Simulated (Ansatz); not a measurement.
The structure below was relaxed with DFT with r2SCAN, PAW potentials and a 500 eV plane-wave cutoff in Ansatz (a program for electronic structure), no spin-orbit coupling, at pressure −2 GPa.

```xyz
8
Lattice="5.7809 0.0000 0.0000 -2.8904 5.0064 0.0000 0.0000 0.0000 4.6559" Properties=species:S:1:pos:R:3 pbc="T T T"
Ti     2.8904     3.3022     1.1640
Ti    -1.4146     4.1543     3.4919
Ti     1.4758     0.8521     1.1640
Ti     0.0000     1.7042     3.4919
Ti     4.3050     0.8521     1.1640
Ti     1.4146     4.1543     3.4919
Al     0.0000     3.3376     1.1640
Al     2.8904     1.6688     3.4919
```

Q: Find the space group and the Wyckoff positions.

A: Space group P6₃/mmc (No. 194); a = 5.7809 Å, b = 5.7809 Å, c = 4.6559 Å, α = 90.00°, β = 90.00°, γ = 120.00°

| atom | site | symmetry | x | y | z |
|---|---|---|---|---|---|
| Ti | 6h | mm2 | 0.3404 | 0.1702 | 0.2500 |
| Al | 2c | -6m2 | 0.3333 | 0.6667 | 0.2500 |

Q: Describe the coordination.

A: The crystal has 8 atoms in its conventional cell. Lattice parameters: a = b = 5.7809 Å, c = 4.6559 Å, α = β = 90.00°, γ = 120.00°. Ti has 8 Ti at 2.829–2.952 Å and 4 Al at 2.844–2.891 Å (anticuboctahedral). Al sees 12 Ti at 2.844–2.891 Å (anticuboctahedral). (Neighbours: up to the widest gap in distance over summed covalent radii, below 1.35, at either atom.)

Load acts through the strain it causes; cell and atoms are relaxed under it. No phonon test of stability was made. The final runs are not spin-polarised. The cell was made from Ti₃Al (space group P6_3/mmc, No. 194) by this change: pressure −2 GPa.
